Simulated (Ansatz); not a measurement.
Functionals compared on H2O on the 1x1 (111) surface of fcc Al, one in a 2x2 cell, started at the site 'top Al', in Ansatz (plane waves, PAW). The structure was relaxed with PBE; the other rows are single points on it, each with its references at the same level. Cutoff 420 eV (500 eV for r2SCAN).

Model: 19-atom slab, 7.0 Å thick at the start under the adsorbate (thin: gaps and levels are the slab's own), 6x6x1 mesh, Fermi-Dirac 0.1 eV, dipole correction, 8 atoms held, the rest relaxed; no symmetry held; no spin, no spin-orbit, no U, no dispersion correction. At the end it is bonded to Al. In PBE it is, or lies within 0.03 eV of, the lowest of the starts that converged. These notes are the PBE run's. Adsorption energies are against H2O(g). A negative adsorption energy means that the adsorbate is more stable on the surface than in its reference.

```json
[
 {"functional": "PBE", "adsorption energy (eV)": "-0.23", "work function of the top face (eV)": "3.03", "change of the work function (eV)": "-1.00", "rough cost of the single point": "–"},
 {"functional": "RPBE", "adsorption energy (eV)": "-0.05", "work function of the top face (eV)": "2.94", "change of the work function (eV)": "-1.02", "rough cost of the single point": "roughly 28 core-seconds"},
 {"functional": "r2SCAN", "adsorption energy (eV)": "___", "work function of the top face (eV)": "___", "change of the work function (eV)": "___", "rough cost of the single point": "about 60 core-seconds (a rough figure)"}
]
```

**Question.** Complete the blanks.

**Answer.** 
- r2SCAN, adsorption energy (eV): -0.28
- r2SCAN, work function of the top face (eV): 2.92
- r2SCAN, change of the work function (eV): -1.16

Ansatz is a quantum-chemistry and plane-wave program.
